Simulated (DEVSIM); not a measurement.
System: Schottky contact on n-type Si, at 400 K.

```tsv
layer (left to right)	material	thickness (μm)	Nd (cm⁻³)	τn (s)	τp (s)
1	Si	1.10	2.9e15	1.8e-6	1.8e-6
```

Left contact: Schottky, work function 4.57 eV, emission velocity 1e7 cm/s. Right contact: ohmic. Voltage is applied to the left contact. Recombination: SRH at mid-gap, radiative. Mobility is μmin + (μ − μmin)/(1 + (N/Nref)^α).

The device is made up for the run: typed textbook-type constants, with dimensions and the other settings drawn at random. Values at 300 K; Nc and Nv go as T^1.5, mobilities as T to minus their exponent, the gap by Varshni's rule with the affinity fixed. The table also holds parameters that only a changed run uses.

```
parameter               Si
----------------  --------
gap (eV)             1.124
affinity (eV)         4.05
permittivity          11.7
Nc (cm⁻³)          2.86e19
Nv (cm⁻³)           3.1e19
μn (cm²/Vs)           1417
μp (cm²/Vs)            470
μn,min                  52
μp,min                  45
Nref,n              9.7e16
Nref,p              2.2e17
αn                    0.68
αp                    0.72
T exponent of μn       2.3
T exponent of μp       2.2
B (cm³/s)          4.7e-15
Cn (cm⁶/s)         2.8e-31
Cp (cm⁶/s)         9.9e-32
Varshni α (eV/K)  0.000473
Varshni β (K)          636
```

DEVSIM, 1D drift-diffusion, Boltzmann statistics, complete ionisation; no tunnelling, impact ionisation, image-force lowering or self-heating. Metal contacts follow the ideal Schottky-Mott rule: no Fermi-level pinning, no interface dipoles.

Base results: potential step across the device at zero bias (V) 0.188; dark forward voltage at 100 A/cm² (V) 0.135; largest field in the device at zero bias (V/cm) 12000.

What follows from this one change: temperature 400 → 300 K?

potential step across the device at zero bias 0.188 → 0.282 V; dark forward voltage at 100 A/cm² 0.135 → 0.225 V; largest field in the device at zero bias 12000 → 15000 V/cm.

What follows from this one change: thickness of layer 1 1.1 → 3.3 μm?

potential step across the device at zero bias little changed (0.188 V); dark forward voltage at 100 A/cm² 0.135 → 0.204 V; largest field in the device at zero bias little changed (12000 V/cm).

What follows from this one change: doping Nd of layer 1 2.9e+15 → 8.7e+14 cm^-3?

potential step across the device at zero bias 0.188 → 0.147 V; dark forward voltage at 100 A/cm² 0.135 → 0.227 V; largest field in the device at zero bias 12000 → 5500 V/cm.

What follows from this one change: metal work function 4.57 → 4.52 eV?

potential step across the device at zero bias 0.188 → 0.138 V; dark forward voltage at 100 A/cm² 0.135 → 0.092 V; largest field in the device at zero bias 12000 → 9700 V/cm.

What follows from this one change: constant mobility in place of the doping-dependent one?

potential step across the device at zero bias little changed (0.188 V); dark forward voltage at 100 A/cm² 0.135 → 0.131 V; largest field in the device at zero bias little changed (12000 V/cm).
